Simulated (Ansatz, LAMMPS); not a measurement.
# Si well of 12 atomic layers along [001] in random Si0.7Ge0.3, 5 % Ge through the well

Cell 16.67 × 16.67 × 49.66 Å, Si504Ge144, 648 atoms. Prepared with Tersoff's 1989 multicomponent potential (SiCGe.tersoff) run with LAMMPS: minimisation. 

That structure was relaxed on with PBE, support functions at accuracy medium on the grid of 370 eV (Ansatz, a program for electronic structure). Basis: localised support functions (accuracy medium) on a full density matrix. k-points: zone centre alone; occupations: Fermi-Dirac, 0.010 eV; spin polarisation not allowed. No spin-orbit coupling.

Q: What does DFT change in the classical structure?

A: The energy falls by 0.3 meV an atom over 3 steps; atoms move by 0.011 Å root mean square, 0.03 Å at most.
```
quantity                   classical minimum  after DFT steps
-------------------------  -----------------  ---------------
4-fold atoms (%)                       100.0            100.0
spread of bond angles (°)                0.9              1.1
```
